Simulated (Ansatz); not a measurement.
Consider Gd in the hcp (Mg type) structure (space group P6_3/mmc, No. 194; a = 3.566 Å, c = 5.695 Å; ferromagnetic).

Calculations: plane-wave PAW DFT at the PBEsol level (Ansatz, an electronic-structure program, 420 eV), no spin-orbit coupling.

Base values:

- c/a ratio = 1.597
- Lattice parameter a = 3.566 Å

It is then changed as follows: Al takes the place of Gd on all its sites, then cell and atoms are relaxed.

Question: Predict the new c/a ratio.

Answer: The c/a ratio rises by 0.070 to 1.667.

Question: How does this affect the lattice parameter a?

Answer: The lattice parameter a shrinks by 0.7383 Å (3.566 Å → 2.827 Å).

The magnetic state is the one reached from the starting moments; the real material's order can differ, and small cells can't hold many antiferromagnetic ones. The state of the 4f shell was not checked for lower solutions. Stability against distortions was not tested. For Al in this form, whether it has been made was not checked. This is not the structure that Al has at room temperature and ambient pressure.
